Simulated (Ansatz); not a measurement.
The reference is GaSb in the zinc blende structure (space group F-43m, No. 216; a = 6.1324 Å). Axes: x, y, z lie along the cube axes.

Method: Ansatz (an electronic-structure program), r2SCAN, PAW, cutoff 500 eV, no spin-orbit coupling.

Before the change:

The volume per atom is 28.83 Å³ and the band gap is 0.41 eV.

One thing is altered: uniaxial stress, 2 GPa compression along x; all other stress components relax to zero.

**Question.** What does the calculation give for the volume per atom after the change?

**Answer.** The volume per atom drops by 0.354 Å³ to 28.47 Å³.

**Question.** What does the calculation give for the secant Young's modulus along x after the change?

**Answer.** The secant Young's modulus along x amounts to 61 GPa.

**Question.** How does this affect the band gap?

**Answer.** The band gap drops by 0.087 eV, from 0.41 eV to 0.33 eV.

With Sb present, leaving out spin-orbit coupling can change the band edges. Load acts through the strain it causes; cell and atoms are relaxed under it. Beyond what the load breaks, stability against distortions was not tested.
